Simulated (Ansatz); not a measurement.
A set of related cells and their density of states at the Fermi level.

Cell A: Al (fcc, Fm-3m), 1 atom in the cell, k-point mesh 26×26×26 on the run's own vectors.
```xyz
1
Lattice="0.0000 2.0205 2.0205 2.0205 0.0000 2.0205 2.0205 2.0205 0.0000" Properties=species:S:1:pos:R:3 pbc="T T T"
Al     0.0000     0.0000     0.0000
```

Cell B: Al2Au (Fm-3m), 3 atoms in the cell, k-point mesh 14×14×14 on the run's own vectors.
```yaml
crystal:
  lattice:
    - [0.00000, 3.03060, 3.03060]
    - [3.03060, 0.00000, 3.03060]
    - [3.03060, 3.03060, 0.00000]
  atoms:
    - { symbol: Al, position: [0.25000, 0.25000, 0.25000] }
    - { symbol: Al, position: [0.75000, 0.75000, 0.75000] }
    - { symbol: Au, position: [0.00000, 0.00000, 0.00000] }
```

Computed with Ansatz (plane waves, PAW), its PAW set soft_1, cutoff 420 eV, 500 eV for r2SCAN. The structures are at rest with PBE; other levels are single points on them. Neutral cells; Fermi-Dirac smearing of at most 0.10 eV in the solids, energies taken to zero width. The lattices are those relaxed with PBE, so at other levels the solids can be strained, which adds to the spread. Spin-orbit coupling is left out. A dispersion term ran beside these levels; it doesn't touch the electrons. Both spins, broadened by a Gaussian of 0.2 eV on the run's mesh.

Problem. What does r2SCAN give for the density of states at the Fermi level of each cell (states/eV per atom)?

Solution. 
```
cell  r2SCAN
----  ------
A       0.35
B       0.30
```

With r2SCAN the value of A exceeds that of B by 0.05 states/eV per atom.

Problem. How do the other levels compare?

Solution. 
```
system   PBE
------  ----
A       0.38
B       0.31
```

With PBE the value of A exceeds that of B by 0.07 states/eV per atom.

Ansatz is a first-principles code.
